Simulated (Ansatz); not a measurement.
Consider the following.

```
CELL_PARAMETERS angstrom
      4.05050     0.00000     0.00000
      0.00000     4.05050     0.00000
      0.00000     0.00000     4.05050
ATOMIC_POSITIONS crystal
  Ta 0.50000 0.50000 0.50000
  Tl 0.00000 0.00000 0.00000
  O  0.50000 0.50000 0.00000
  O  0.00000 0.50000 0.50000
  O  0.50000 0.00000 0.50000
```

No spin polarisation.

A single point on TaTlO3 with a change (isotropic strain +0.42 %), its geometry relaxed with PBEsol.

Level of theory: r2SCAN, PAW, 500 eV (Ansatz, an electronic-structure program; no spin-orbit coupling). k-mesh 8×8×8 (Γ-centred); smearing 0.05 eV (Fermi–Dirac).

Question: Predict the band gap, pressure and gap character.

Answer: The band gap is 0.94 eV and the pressure is -9.4 kbar. The gap character is direct at X.

Single points use the geometry relaxed with PBEsol. With Ta and Tl present, leaving out spin-orbit coupling can change the band edges. Stability against distortions was not tested. The cell was made from TaTlO3 in the cubic perovskite structure (space group Pm-3m, No. 221; a cell from a computed database, its experimental status unchecked) by this change: isotropic strain +0.42 %. Many cubic perovskites are stable only at high temperature; tilts and polar distortions were not tested.
